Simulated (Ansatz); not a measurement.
The starting structures come from a database of crystals and need not be the phases stable at ambient conditions.

 Where the default PAW files enter, the runs use the earlier of Ansatz's two default sets.

Crystal: Ba$_{2}$NaReO$_{6}$ (Fm-3m, not sure to be the ambient phase, 10 atoms a cell, 14.9 Å³ an atom, -7 GPa at this level); planes in its conventional cell.

Calculation: PBEsol (plane waves, PAW; Ansatz, an electronic-structure program).

The gap is the functional's own, uncorrected, and κ follows it; spin-orbit coupling is left out. Mid-gap values are interpolated between the computed energies.

```csv
plane,area of the cell (Å²),mid-gap κ (1/Å),largest κ in the gap (1/Å)
(111),30.7,0.36,0.36
(001),35.5,…,…
(110),50.1,…,…
```

Problem. The slowest decay depends on the direction. Supply the withheld values.

Solution. 
- (001), mid-gap κ (1/Å): 0.35
- (001), largest κ in the gap (1/Å): 0.37
- (110), mid-gap κ (1/Å): 0.31
- (110), largest κ in the gap (1/Å): 0.31
